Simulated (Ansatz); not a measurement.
Take TeO2 (space group P4_12_12, No. 92) as the base.

```xyz
12
Lattice="4.8366 0.0000 0.0000 0.0000 4.8366 0.0000 0.0000 0.0000 7.4692" Properties=species:S:1:pos:R:3 pbc="T T T"
Te     4.7373     4.7373     3.7346
Te     2.5176     2.3190     5.6019
Te     0.0993     0.0993     0.0000
Te     2.3190     2.5176     1.8673
O      3.6260     4.1516     2.2939
O      3.1032     1.2077     4.1612
O      1.2106     0.6849     6.0285
O      1.7334     3.6289     0.4266
O      1.2077     3.1032     3.3080
O      0.6849     1.2106     1.4407
O      3.6289     1.7334     7.0426
O      4.1516     3.6260     5.1753
```

Cartesian axes are those of the cell as printed.

Calculations: plane-wave PAW DFT at the PBEsol level (Ansatz, a first-principles code, 420 eV), no spin-orbit coupling.

Before the change:

- Shortest interatomic distance: 3.612 bohr

The change: biaxial strain +1.59 %, plane normal [001], relaxed out of plane (Cartesian); in-plane vectors clamped, the third vector and the atoms free.

Problem. How does this affect the shortest interatomic distance, in-plane stress and out-of-plane strain?

Solution. The shortest interatomic distance falls by 0.007 bohr to 3.605 bohr; the mean in-plane stress (compression positive) is -1.3 GPa; the out-of-plane strain comes out as -0.53 %.

Stability against distortions was not tested.
